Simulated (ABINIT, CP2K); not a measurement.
An ABINIT input for a self-consistent single point of Ga (Cmce, 4 atoms in the cell) (DFT, PBE, plane waves, PAW (JTH v2.0 PBE PAW)):

```
# Ga, JTH v2.0 PBE PAW
pp_dirpath "./"
pseudos "Ga.GGA_PBE-JTH.xml"
acell 4.3402869969 4.3402869969 4.4956400000 Angstrom
rprim
         0.5038620721   -0.8637841236    0.0000000000
         0.5038620721    0.8637841236    0.0000000000
         0.0000000000    0.0000000000    1.0000000000
natom 4
ntypat 1
znucl 31
typat 1 1 1 1
xcart
         4.1326534003   -2.2061810020    3.5290424786
         4.1326534003    2.2061810020    4.9664858763
         4.1326534003   -4.8785364097    7.7768066561
         4.1326534003    4.8785364097    0.7187216988
ecut 40 Ry
pawecutdg 80 Ry
pawxcdev 0
ixc 11
occopt 3
tsmear 0.136 eV
nband 34
kptopt 1
ngkpt 6 6 5
nshiftk 1
shiftk 0 0 0
nstep 50
tolvrs 1.0e-12
prtwf 0
prtden 0
enunit 2
```

Problem. Give the CP2K input for the same structure, mesh, smearing and functional.

Solution. One input that does it (others would too):

```
&GLOBAL
  PROJECT calc
  RUN_TYPE ENERGY_FORCE
  PRINT_LEVEL LOW
&END GLOBAL
&FORCE_EVAL
  METHOD Quickstep
  STRESS_TENSOR ANALYTICAL
  &DFT
    BASIS_SET_FILE_NAME BASIS_MOLOPT
    POTENTIAL_FILE_NAME GTH_POTENTIALS
    &QS
      METHOD GPW
      EPS_DEFAULT 1E-10
    &END QS
    &MGRID
      CUTOFF 600
      REL_CUTOFF 50
      NGRIDS 5
    &END MGRID
    &SCF
      SCF_GUESS ATOMIC
      EPS_SCF 1E-7
      MAX_SCF 100
      ADDED_MOS 9
      &DIAGONALIZATION
        ALGORITHM STANDARD
      &END DIAGONALIZATION
      &MIXING
        METHOD BROYDEN_MIXING
        ALPHA 0.3
        NBUFFER 12
      &END MIXING
      &SMEAR ON
        METHOD FERMI_DIRAC
        ELECTRONIC_TEMPERATURE [K] 1578.21
      &END SMEAR
    &END SCF
    &KPOINTS
      SCHEME MONKHORST-PACK 6 6 5
      GAMMA_CENTERED T
    &END KPOINTS
    &XC
      &XC_FUNCTIONAL PBE
      &END XC_FUNCTIONAL
    &END XC
    &PRINT
      &MO
        EIGENVALUES T
        OCCUPATION_NUMBERS T
        NDIGITS 8
        FILENAME mo
        &EACH
          QS_SCF 0
        &END EACH
        ADD_LAST NUMERIC
      &END MO
      &MULLIKEN OFF
      &END MULLIKEN
    &END PRINT
  &END DFT
  &SUBSYS
    &CELL
      A 4.34028700 0.00000000 0.00000000
      B -2.13648900 3.77802900 0.00000000
      C 0.00000000 0.00000000 4.49564000
      PERIODIC XYZ
    &END CELL
    &COORD
      SCALED
      Ga       0.65570000     0.34430000     0.41540000
      Ga       0.34430000     0.65570000     0.58460000
      Ga       0.84430000     0.15570000     0.91540000
      Ga       0.15570000     0.84430000     0.08460000
    &END COORD
    &KIND Ga
      BASIS_SET DZVP-MOLOPT-SR-GTH
      POTENTIAL GTH-PBE-q13
    &END KIND
  &END SUBSYS
  &PRINT
    &FORCES ON
    &END FORCES
    &STRESS_TENSOR ON
    &END STRESS_TENSOR
  &END PRINT
&END FORCE_EVAL
```

Basis settings and potentials, where a program has them, do not carry over. This input uses DFT PBE, GPW, DZVP-MOLOPT-SR-GTH basis, GTH-PBE potentials (GTH_POTENTIALS).

The starting cell comes from a database of computed structures (which also holds hypothetical and non-ambient phases and stackings), without a prior relaxation at this level. Its lattice was rescaled by a random factor within 2.5 % of one. For this run, on top of that: lattice scaled by 0.98.
